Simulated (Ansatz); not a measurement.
Base system: GaN in the wurtzite structure (space group P6_3mc, No. 186; a = 3.183 Å, c = 5.184 Å). Axes: x lies along a and z along c of the hexagonal cell.

The values are results of Ansatz (an electronic-structure program) r2SCAN, scalar-relativistic without spin-orbit coupling, not measurements.

Base values:

```
Item                             Value
-----------------------------  -------
Shortest interatomic distance  1.946 Å
```

Perturbation: uniaxial stress, 2 GPa tension along z, with the cell and atoms free to relax against it.

Q: Predict the new shortest interatomic distance, energy relative to the base and secant Young's modulus along z.

A: The shortest interatomic distance is nearly the same (1.946 Å against 1.947 Å); the energy goes up by 0.4 meV/atom; the secant Young's modulus along z amounts to 360 GPa.

Load acts through the strain it causes; cell and atoms are relaxed under it. Beyond what the load breaks, stability against distortions was not tested.
